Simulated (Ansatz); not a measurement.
## Pt, response to strain

Base system: Pt in the fcc (Cu type) structure (space group Fm-3m, No. 225; a = 3.942 Å; relaxed with 0.1 eV smearing). Axes: x, y, z lie along the cube axes.

Strains are applied to the cell and any free atomic positions relax.

Calculations: r2SCAN (Ansatz, a program for electronic structure, PAW, scalar-relativistic without spin-orbit coupling).

Notes on the quantities. pressure: mean of the normal stresses, compression positive; energy relative to the base: free energy F.

```json
[
 {"variant": "base", "pressure": "0.0 GPa", "energy relative to the base": "0 meV/atom", "shortest interatomic distance": "2.787 Å"},
 {"variant": "uniaxial strain ε_zz = −3.00 %", "pressure": "9.0 GPa", "energy relative to the base": "+15 meV/atom", "shortest interatomic distance": "2.746 Å"},
 {"variant": "uniaxial strain ε_zz = −2.50 %", "pressure": "7.4 GPa", "energy relative to the base": "+10 meV/atom", "shortest interatomic distance": "2.753 Å"},
 {"variant": "uniaxial strain ε_zz = −2.00 %", "pressure": "5.8 GPa", "energy relative to the base": "+6.6 meV/atom", "shortest interatomic distance": "2.760 Å"},
 {"variant": "uniaxial strain ε_zz = −1.50 %", "pressure": "4.3 GPa", "energy relative to the base": "+3.7 meV/atom", "shortest interatomic distance": "2.766 Å"},
 {"variant": "uniaxial strain ε_zz = −1.00 %", "pressure": "2.8 GPa", "energy relative to the base": "+1.6 meV/atom", "shortest interatomic distance": "2.773 Å"},
 {"variant": "uniaxial strain ε_zz = −0.50 %", "pressure": "1.4 GPa", "energy relative to the base": "+0.4 meV/atom", "shortest interatomic distance": "2.780 Å"}
]
```

Whether these cells are dynamically stable was not tested. The final runs are not spin-polarised.
